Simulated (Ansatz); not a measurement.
Data:

```
AlAs
1.0
    0.00000     2.83740     2.83740
    2.83740     0.00000     2.83740
    2.83740     2.83740     0.00000
Al As
1 1
Direct
  0.00000   0.00000   0.00000
  0.75000   0.75000   0.75000
```

Method: PBEsol with spin-orbit coupling, rigid bands (plane waves, PAW; Ansatz, a first-principles code). Cell: cell and atoms relaxed with PBEsol.

Problem. What conductivity effective mass do dilute holes have at 300 K?

Solution. 0.59 mₑ.

Problem. Predict the electron conductivity mass (n e² τ/σ) at 300 K, by direction if it differs.

Solution. 0.33 mₑ.

Problem. And the band gap?

Solution. 1.25 eV at this level; semilocal functionals usually fall short of the measured gap.

Rigid bands, one relaxation time for all states, no polarons.
